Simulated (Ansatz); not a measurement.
Seebeck coefficient (μV/K, mean over directions) of n-type BP (F-43m) against carrier density, PBEsol with spin-orbit coupling, rigid bands (Ansatz, an electronic-structure program). Computed gap 1.10 eV; densities at which minority carriers matter at this gap, or further valleys turn the trend, are left out. Conductivity mass 0.33 mₑ (harmonic mean over directions), N_c = 4.1e19 cm⁻³ at 300 K.

| electron density | 300 K | 500 K |
|---|---|---|
| 1e16 cm⁻³ | -929 | -995 |
| 1e17 cm⁻³ | (withheld) | -797 |
| 1e18 cm⁻³ | -532 | -599 |
| 3e18 cm⁻³ | (withheld) | -504 |
| 1e19 cm⁻³ | -336 | -401 |
| 3e19 cm⁻³ | -245 | -308 |
| 1e20 cm⁻³ | -154 | (withheld) |
| 3e20 cm⁻³ | -86 | -131 |
| 1e21 cm⁻³ | -41 | -69 |

Q: What belongs in the gaps?

A: 
- 1e17 cm⁻³, 300 K: -730
- 3e18 cm⁻³, 300 K: -438
- 1e20 cm⁻³, 500 K: -211

Rigid bands with a gap fixed in temperature, one relaxation time for all states, no polarons or phonon drag, and whether or not such doping can be reached.
